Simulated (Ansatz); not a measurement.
The starting structures come from a database of crystals and need not be the phases stable at ambient conditions.

Given:

```
MgSe
1.0
    4.22147     0.00000     0.00000
   -2.11074     3.65590     0.00000
    0.00000     0.00000     6.81672
Mg Se
2 2
Cartesian
  2.11073   1.21864   3.39684
  0.00000   2.43726   6.80520
  2.11073   1.21864   5.97615
  0.00000   2.43726   2.56779
```

The cell is taken as given.

Transport runs along the normal of the first two printed cell vectors, the (001) plane of the conventional cell.

No gap correction and no spin-orbit coupling; mid-gap is the computed energy nearest the middle.

### Question
Predict the band gap and the smallest decay constant κ at mid-gap from r2SCAN run with Ansatz (a quantum-chemistry and plane-wave program).

### Answer
Gap 3.36 eV on a 12×12×6 mesh; κ = 0.209 1/Å, at the zone centre.
